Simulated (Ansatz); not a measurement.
Levels about the gap of amorphous Zr$_{20}$O$_{43}$W (64 atoms in a cell of 828 Å³, 5.41 g/cm³; zone centre alone, so wide bands show as single levels with stretches between that a denser mesh fills), at the geometry that PBE relaxed, where it gives -1.8 GPa on a denser mesh. The participation number counts the atoms over which a state spreads; weights are charges in smoothed Voronoi cells. The levels come from a single point, so bond lengths are those of that geometry. Method of the levels: PBE, scalar-relativistic without spin-orbit coupling (Ansatz, a quantum-chemistry and plane-wave program). Sampling: the zone centre alone; Fermi-Dirac width 0.02 eV; no spin polarisation. At PBE the levels at both edges of the gap are localised (band-tail or defect states), and the nearest spread-out levels lie 3.8 eV apart at the zone centre.

A CHGNet melt-quench gave the starting glass, which DFT then relaxed. O atoms were pushed apart under 1.9 Å during the dynamics, to hinder bonds among them. The hot cell started wider than the set density and was brought back towards it in steps. It is the lowest in DFT energy of 2 quenches. It is a model cell: composition and starting density were chosen by hand, and all elements were melted together. No dispersion term was used. Its density started from a set value of 5.41 and ended at 5.41 g/cm³. The quench (nominally 450 K/ps over its main leg) was far faster than any real one, so the model tends to hold more defects than a real film. One small periodic cell is one sample of the glass; other quenches scatter about these values. The volume was held where the preparation left it and the shape relaxed, at a PBE pressure of -1.8 GPa (tension). Stress components on the final sampling reach 1.9 GPa.

```
E - E(highest filled), eV  filling  participation number        largest on  weight O  weight Zr  weight W
-------------------------  -------  --------------------  ----------------  --------  ---------  --------
-0.56                       filled                  10.9   O, 3 neighbours      0.94       0.06      0.00
-0.55                       filled                  15.7   O, 3 neighbours      0.95       0.05      0.00
-0.47                       filled                  17.2   O, 3 neighbours      0.94       0.06      0.00
-0.41                       filled                  25.0   O, 4 neighbours      0.95       0.05      0.00
-0.34                       filled                  21.2   O, 4 neighbours      0.96       0.04      0.00
-0.08                       filled                  10.2   O, 2 neighbours      0.94       0.06      0.00
0.00                        filled                   9.1   O, 2 neighbours      0.94       0.06      0.00
2.84                         empty                   4.1   W, 6 neighbours      0.39       0.14      0.47
2.99                         empty                   4.9   W, 6 neighbours      0.39       0.19      0.43
3.19                         empty                   4.2   W, 6 neighbours      0.39       0.15      0.46
3.45                         empty                  22.6  Zr, 7 neighbours      0.35       0.61      0.04
3.54                         empty                  10.0  Zr, 6 neighbours      0.33       0.66      0.01
3.61                         empty                  19.3  Zr, 7 neighbours      0.33       0.66      0.01
3.71                         empty                  23.0  Zr, 6 neighbours      0.32       0.66      0.02
```

Most localised among these is the empty level at +2.84 eV, on a W atom, which has 6 neighbours (O 1.80 Å, O 1.87 Å, O 1.89 Å, O 1.95 Å, O 2.06 Å, O 2.17 Å).
